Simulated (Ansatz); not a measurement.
Take WSe2 (space group P6_3/mmc, No. 194; a = 3.279 Å, c = 12.786 Å; layered, stacked along the Cartesian z axis) as the base. Axes: x lies along a and z along c of the hexagonal cell.

All numbers come from Ansatz (a program for electronic structure) PBE-D3(BJ), no spin-orbit coupling.

Base values:

Hole mass: 1.3 mₑ along c, 0.70 mₑ across (at Γ)

Perturbation: biaxial strain −0.60 %, plane normal [001], relaxed out of plane (Cartesian); in-plane vectors clamped, the third vector and the atoms free.

**Question.** What happens to the hole mass?

**Answer.** The hole mass changes from 1.3 mₑ along c, 0.70 mₑ across (at Γ) to 1.2 mₑ out of plane, 0.76 mₑ in plane (at Γ).

**Question.** How does this affect the in-plane stress?

**Answer.** The mean in-plane stress (compression positive) is +1.4 GPa.

Spin-orbit coupling, missing from the scalar runs, can matter with W. The levels and masses belong to the bands next to the band gap. Masses are band curvatures over ±0.01 Å⁻¹ around the edge. Stability against distortions was not tested.
